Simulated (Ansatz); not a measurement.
Electronic density of states of amorphous Si24O49Ba, density 2.35 g/cm³, on a 2×2×2 Γ-centred mesh with a Gaussian width of 0.1 eV; energies count from the Fermi level, whose place inside the gap is arbitrary. Cell and mesh are small, so fine structure isn't converged. Method: PBE, scalar-relativistic without spin-orbit coupling (plane waves to 420 eV, PAW; Ansatz, an electronic-structure program). Sampling: a 2×2×2 Γ-centred mesh; Fermi-Dirac width 0.02 eV; no spin polarisation. At PBE the levels at the filled edge of the gap are localised (band-tail or defect states), and the nearest spread-out levels lie 4.9 eV apart at the zone centre.

Preparation: random packing, a CHGNet melt and quench, and a DFT relaxation. O atoms were pushed apart under 1.9 Å during the dynamics, to hinder bonds among them. The hot cell started wider than the set density and was brought back towards it in steps. It is the lowest in DFT energy of 2 quenches. It is a model cell: composition and starting density were chosen by hand, and all elements were melted together. No dispersion term was used. Its density started from a set value of 2.35 and ended at 2.35 g/cm³. The quench (nominally 480 K/ps over its main leg) was far faster than any real one, so the model tends to hold more defects than a real film. Values belong to this one cell and scatter from quench to quench. The volume was held where the preparation left it, at a PBE pressure of -1.0 GPa (tension). Stress components on the final sampling reach 3.5 GPa.

| E - EF (eV) | states/(eV atom) |
|---|---|
| -12.00 | 0.08 |
| -11.90 | 0.06 |
| -11.80 | 0.11 |
| -11.70 | 0.14 |
| -11.60 | 0.13 |
| -11.50 | 0.10 |
| -11.40 | 0.10 |
| -11.30 | 0.14 |
| -11.20 | 0.17 |
| -11.10 | 0.22 |
| -11.00 | 0.22 |
| -10.90 | 0.19 |
| -10.80 | 0.16 |
| -10.70 | 0.19 |
| -10.60 | 0.17 |
| -10.50 | 0.16 |
| -10.40 | 0.17 |
| -10.30 | 0.19 |
| -10.20 | 0.22 |
| -10.10 | 0.22 |
| -10.00 | 0.20 |
| -9.90 | 0.23 |
| -9.80 | 0.22 |
| -9.70 | 0.20 |
| -9.60 | 0.15 |
| -9.50 | 0.14 |
| -9.40 | 0.14 |
| -9.30 | 0.16 |
| -9.20 | 0.18 |
| -9.10 | 0.19 |
| -9.00 | 0.29 |
| -8.90 | 0.32 |
| -8.80 | 0.25 |
| -8.70 | 0.23 |
| -8.60 | 0.29 |
| -8.50 | 0.39 |
| -8.40 | 0.47 |
| -8.30 | 0.58 |
| -8.20 | 0.60 |
| -8.10 | 0.55 |
| -8.00 | 0.51 |
| -7.90 | 0.47 |
| -7.80 | 0.48 |
| -7.70 | 0.51 |
| -7.60 | 0.46 |
| -7.50 | 0.32 |
| -7.40 | 0.31 |
| -7.30 | 0.27 |
| -7.20 | 0.32 |
| -7.10 | 0.25 |
| -7.00 | 0.25 |
| -6.90 | 0.24 |
| -6.80 | 0.19 |
| -6.70 | 0.24 |
| -6.60 | 0.41 |
| -6.50 | 0.40 |
| -6.40 | 0.45 |
| -6.30 | 0.41 |
| -6.20 | 0.38 |
| -6.10 | 0.39 |
| -6.00 | 0.33 |
| -5.90 | 0.38 |
| -5.80 | 0.48 |
| -5.70 | 0.60 |
| -5.60 | 0.59 |
| -5.50 | 0.62 |
| -5.40 | 0.64 |
| -5.30 | 0.71 |
| -5.20 | 0.80 |
| -5.10 | 0.75 |
| -5.00 | 0.65 |
| -4.90 | 0.69 |
| -4.80 | 0.79 |
| -4.70 | 0.90 |
| -4.60 | 0.93 |
| -4.50 | 0.87 |
| -4.40 | 0.88 |
| -4.30 | 0.95 |
| -4.20 | 0.94 |
| -4.10 | 0.88 |
| -4.00 | 0.87 |
| -3.90 | 0.86 |
| -3.80 | 0.83 |
| -3.70 | 0.77 |
| -3.60 | 0.73 |
| -3.50 | 0.69 |
| -3.40 | 0.66 |
| -3.30 | 0.53 |
| -3.20 | 0.47 |
| -3.10 | 0.49 |
| -3.00 | 0.34 |
| -2.90 | 0.22 |
| -2.80 | 0.23 |
| -2.70 | 0.30 |
| -2.60 | 0.16 |
| -2.50 | 0.14 |
| -2.40 | 0.16 |
| -2.30 | 0.16 |
| -2.20 | 0.06 |
| -2.10 | 0.01 |
| -2.00 | 0.04 |
| -1.90 | 0.13 |
| -1.80 | 0.09 |
| -1.70 | 0.01 |
| -1.60 | 0.00 |
| -1.50 | 0.00 |
| -1.40 | 0.00 |
| -1.30 | 0.00 |
| -1.20 | 0.00 |
| -1.10 | 0.00 |
| -1.00 | 0.00 |
| -0.90 | 0.00 |
| -0.80 | 0.00 |
| -0.70 | 0.00 |
| -0.60 | 0.00 |
| -0.50 | 0.00 |
| -0.40 | 0.00 |
| -0.30 | 0.00 |
| -0.20 | 0.00 |
| -0.10 | 0.00 |
| 0.00 | 0.00 |
| 0.10 | 0.00 |
| 0.20 | 0.00 |
| 0.30 | 0.00 |
| 0.40 | 0.00 |
| 0.50 | 0.00 |
| 0.60 | 0.00 |
| 0.70 | 0.00 |
| 0.80 | 0.00 |
| 0.90 | 0.00 |
| 1.00 | 0.00 |
| 1.10 | 0.00 |
| 1.20 | 0.00 |
| 1.30 | 0.00 |
| 1.40 | 0.00 |
| 1.50 | 0.00 |
| 1.60 | 0.00 |
| 1.70 | 0.00 |
| 1.80 | 0.02 |
| 1.90 | 0.02 |
| 2.00 | 0.03 |
| 2.10 | 0.06 |
| 2.20 | 0.07 |
| 2.30 | 0.06 |
| 2.40 | 0.02 |
| 2.50 | 0.00 |
| 2.60 | 0.01 |
| 2.70 | 0.03 |
| 2.80 | 0.05 |
| 2.90 | 0.03 |
| 3.00 | 0.04 |
| 3.10 | 0.08 |
| 3.20 | 0.12 |
| 3.30 | 0.12 |
| 3.40 | 0.07 |
| 3.50 | 0.06 |
| 3.60 | 0.09 |
| 3.70 | 0.11 |
| 3.80 | 0.16 |
| 3.90 | 0.17 |
| 4.00 | 0.16 |
| 4.10 | 0.21 |
| 4.20 | 0.27 |
| 4.30 | 0.26 |
| 4.40 | 0.18 |
| 4.50 | 0.21 |
| 4.60 | 0.28 |
| 4.70 | 0.26 |
| 4.80 | 0.25 |
| 4.90 | 0.31 |
| 5.00 | 0.31 |
| 5.10 | 0.33 |
| 5.20 | 0.38 |
| 5.30 | 0.38 |
| 5.40 | 0.41 |
| 5.50 | 0.51 |
| 5.60 | 0.45 |
| 5.70 | 0.42 |
| 5.80 | 0.49 |
| 5.90 | 0.53 |

The level gap on this mesh is 3.71 eV; the broadening fills part of it in the curve.
